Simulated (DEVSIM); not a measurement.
Structure: Ru/SiO2/p-Si capacitor, at 300 K.

```csv
layer (left to right),material,thickness (nm),Na (cm⁻³)
1,SiO2,11.0,-
2,Si,2200,6.7e16
```

Metal gate on the left, work function 4.7 eV. Fixed charge at the semiconductor interface 0 cm⁻² (in units of +e); interface traps 7.4e10 cm⁻² eV⁻¹, uniform in energy, neutral level at 0.5 of the gap above the valence band.

The device is made up for the run: typed textbook-type constants, with dimensions and the other settings drawn at random. Values at 300 K.

```csv
parameter,SiO2,Si
gap (eV),9,1.124
affinity (eV),0.9,4.05
permittivity,3.9,11.7
Nc (cm⁻³),-,2.86e19
Nv (cm⁻³),-,3.1e19
```

Model (solved in DEVSIM): 1D Poisson equation in equilibrium, Boltzmann statistics, complete ionisation; no quantum confinement or tunnelling. Metal contacts follow the ideal Schottky-Mott rule: no Fermi-level pinning, no interface dipoles.

Base results: capacitance of the dielectric stack (μF/cm²) 0.314; minimum of the low-frequency capacitance (μF/cm²) 0.0781; threshold voltage (band bending 2φF) (V) 0.94; flat-band voltage (V) -0.33.

Q: What follows from this one change: gate work function 4.7 → 5 eV?

A: capacitance of the dielectric stack little changed (0.314 μF/cm²); minimum of the low-frequency capacitance little changed (0.0781 μF/cm²); threshold voltage (band bending 2φF) 0.94 → 1.24 V; flat-band voltage -0.33 → -0.03 V.

Q: What follows from this one change: substrate doping 6.7e+16 → 3.4e+15 cm^-3?

A: capacitance of the dielectric stack little changed (0.314 μF/cm²); minimum of the low-frequency capacitance 0.0781 → 0.0318 μF/cm²; threshold voltage (band bending 2φF) 0.94 → 0.51 V; flat-band voltage -0.33 → -0.25 V.

Q: What follows from this one change: SiO2 thickness 0.011 → 0.0044 μm?

A: capacitance of the dielectric stack 0.314 → 0.785 μF/cm²; minimum of the low-frequency capacitance 0.0781 → 0.0932 μF/cm²; threshold voltage (band bending 2φF) 0.94 → 0.67 V; flat-band voltage little changed (-0.32 V).
